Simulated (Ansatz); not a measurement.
The starting structures come from a database of crystals and need not be the phases stable at ambient conditions.

By PBEsol, the system below comes out a metal.

The ballistic (Sharvin) conductance counts the channels at the Fermi level: G/A = (e²/h) × channels of both spins per area.

Given:

```
RuSi
1.0
    2.97444     0.00000     0.00000
    0.00000     4.20650     0.00000
    0.00000     2.10325     2.06201
Si Ru
1 1
Direct
  0.50000   0.50000   0.00000
  0.00000   0.00000   0.00000
```

The cell is strained (lengths across the current scaled by 1.02, ions clamped); by PBEsol it stands under a pressure of -11.3 GPa.

The current flows along the normal of the first two printed cell vectors. No spin-orbit coupling; the value is a mean over 0.1 eV about the Fermi level.

Task: State the ballistic conductance per area according to PBEsol run with Ansatz (a first-principles code).

Result: 0.42 × 10¹⁵ S/m² for both spins.
